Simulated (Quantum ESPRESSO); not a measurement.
A user runs Quantum ESPRESSO on LaPt3 (Pm-3m, 4 atoms in the cell) and asks whether the run is sound. The aim is a self-consistent single point with DFT, PBEsol, plane waves, GBRV 1.5 ultrasoft (PBESOL) pseudopotentials.

Cell that was meant: a = 4.2144 Å, b = 4.2144 Å, c = 4.2144 Å, α = 90.00°, β = 90.00°, γ = 90.00°.

Part of the input:

```fortran
   degauss = 0.0073499,
/
&electrons
   conv_thr = 1.0d-3,
/
ATOMIC_SPECIES
La   138.9055  la_pbesol_v1.uspp.F.UPF
```

Output, abridged:

```
     G-vector sticks info
     --------------------
     sticks:   dense  smooth     PW     G-vecs:    dense   smooth      PW
   [... lines left out ...]
        k(    2) = (   0.0000000   0.0000000   0.1250000), wk =   0.0234375
        k(    3) = (   0.0000000   0.0000000   0.2500000), wk =   0.0234375
   [... 32 lines left out ...]

     Dense  grid:    48885 G-vectors     FFT dimensions: (  45,  45,  45)

     Smooth grid:    17269 G-vectors     FFT dimensions: (  36,  36,  36)

     Initial potential from superposition of free atoms

     starting charge      57.4706, renormalised to      59.0000

     negative rho (up, down):  6.414E-01 0.000E+00
     Self-consistent Calculation

     iteration #  1     ecut=    40.00 Ry     beta= 0.70

     negative rho (up, down):  4.872E-01 0.000E+00

     total energy              =    -720.50810842 Ry
     estimated scf accuracy    <      17.99382268 Ry

     iteration #  2     ecut=    40.00 Ry     beta= 0.70

     negative rho (up, down):  5.101E-01 0.000E+00

     total energy              =    -729.22572755 Ry
     estimated scf accuracy    <      50.92390085 Ry

     iteration #  3     ecut=    40.00 Ry     beta= 0.70

     negative rho (up, down):  5.223E-01 0.000E+00

     total energy              =    -734.24844407 Ry
     estimated scf accuracy    <       3.50733154 Ry

   [... 7 blocks of this kind left out ...]

     iteration # 11     ecut=    40.00 Ry     beta= 0.70

     negative rho (up, down):  5.741E-01 0.000E+00

     total energy              =    -734.07765744 Ry
     estimated scf accuracy    <       0.00164514 Ry

     iteration # 12     ecut=    40.00 Ry     beta= 0.70

     negative rho (up, down):  5.713E-01 0.000E+00
     End of self-consistent calculation

     the Fermi energy is    18.3693 ev

!    total energy              =    -734.07725752 Ry
     estimated scf accuracy    <       0.00053498 Ry
     smearing contrib. (-TS)   =      -0.00005716 Ry
     internal energy E=F+TS    =    -734.07720036 Ry

     convergence has been achieved in  12 iterations

     negative rho (up, down):  5.713E-01 0.000E+00

     Forces acting on atoms (cartesian axes, Ry/au):

     atom    1 type  1   force =     0.00000000    0.00000000    0.00000000
   [... zero for the other atoms too ...]

     Total force =     0.000000     Total SCF correction =     0.000000

     negative rho (up, down):  5.713E-01 0.000E+00
          total   stress  (Ry/bohr**3)                   (kbar)     P=     -102.04
  -0.00069365   0.00000000   0.00000000         -102.04        0.00        0.00
   0.00000000  -0.00069365   0.00000000            0.00     -102.04        0.00
   0.00000000   0.00000000  -0.00069365            0.00        0.00     -102.04

   JOB DONE.
```

Is anything amiss in this input, and did it matter?

The run is not sound. The fault is a convergence threshold that is too loose. A loop that stops early leaves an energy error of second order in the density error, but errors of first order in forces and stress. To fix it, tighten the threshold. The run converged in 12 iterations without an error; against the sound input the free energy goes up by 1.4 meV/atom and the pressure goes from -5.76 to -10.20 GPa.

An input that runs soundly differs in these lines (not the only fix; some lines may just follow from the change or write a value another way):
```diff
-   conv_thr = 1.0d-3,
+   conv_thr = 1.0d-10,
```

With that input, the run converged in 20 iterations: free energy E − TS -9987.6356 eV; Fermi level (on the code's own zero) 18.35 eV; pressure -5.76 GPa (DFT, PBEsol, plane waves, GBRV 1.5 ultrasoft (PBESOL) pseudopotentials).

On the sound input: the starting cell comes from a database of computed structures (which also holds hypothetical and non-ambient phases and stackings), without a prior relaxation at this level. Spin polarisation is off. With a pressure of about -6 GPa the cell is away from its equilibrium volume at this level.
